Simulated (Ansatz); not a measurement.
Response to strain in MgO

Consider MgO in the rock salt structure (space group Fm-3m, No. 225).

```
CELL_PARAMETERS angstrom
      0.00000     2.07958     2.07958
      2.07958     0.00000     2.07958
      2.07958     2.07958     0.00000
ATOMIC_POSITIONS crystal
  Mg 0.00000 0.00000 0.00000
  O  0.50000 0.50000 0.50000
```

Cartesian axes are those of the cell as printed.

Strains are applied to the cell and any free atomic positions relax.

Method: Ansatz (a program for electronic structure), LDA, PAW, cutoff 420 eV, no SOC.

Notes on the quantities. energy relative to the base: free energy F.

```tsv
uniaxial strain ε_zz (%)	energy relative to the base (meV/atom)
0	0.0
0.5	0.3
1	0.9
1.5	?
2	3.4
2.5	5.2
3	7.3
```

Fit ΔE = Aε² + Bε³ (ε in %) to the rows shown and predict the withheld row.

Least squares on the printed values gives A = 0.938 and B = -0.043 meV/atom (largest residual 0.1 meV/atom); this predicts 2.0 meV/atom, and the run gives 2.0 meV/atom, in agreement.

No phonon test of stability was made.
